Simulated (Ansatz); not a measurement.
Defect migration in wurtzite CdSe: interstitial Cd, charge state +2. Calculation: PBE, PAW (plane waves to 420 eV; Ansatz, a quantum-chemistry and plane-wave program).

Settings: 72 host sites, the relaxed PBE lattice, one k-point at (0.125, 0.250, 0.250), smearing 0.01 eV, spin-restricted, no image-charge correction. Static, classical nuclei. The charge state is imposed; whether it is stable for some Fermi level was not computed. Sites that were not tried may lie lower.

Barriers: single points on a 2×2×2 k-point mesh shifted by half a step along c at the bands' geometries.

A. a concerted move, in which Cd travels most (a rearrangement that moves the defect's centre by under 1 Å); the atom moves 1.89 Å along (-0.43, -0.43, 0.00) of the unit cell; the moving atom starts with neighbours Cd at 2.93; Se at 2.53, Se at 2.72, Se at 2.73 Å and ends with Cd at 2.94; Se at 2.53, Se at 2.72, Se at 2.73 Å; the start lies 0.11 eV above the lowest site run; saddle order not checked.
B. a concerted move, in which Cd travels most; the atom moves 1.64 Å along (-0.02, 0.02, -0.23) of the unit cell; the moving atom starts with neighbours Cd at 3.10; Se at 2.58, Se at 2.71, Se at 2.72, Se at 2.80 Å and ends with Cd at 2.94, Cd at 3.29; Se at 2.58, Se at 2.70, Se at 2.79, Se at 2.80 Å; saddle order not checked.

### Question
Order them by forward barrier (lowest first) at the level PBE, PAW.

### Answer
A (0.094 eV), B (0.18 eV)
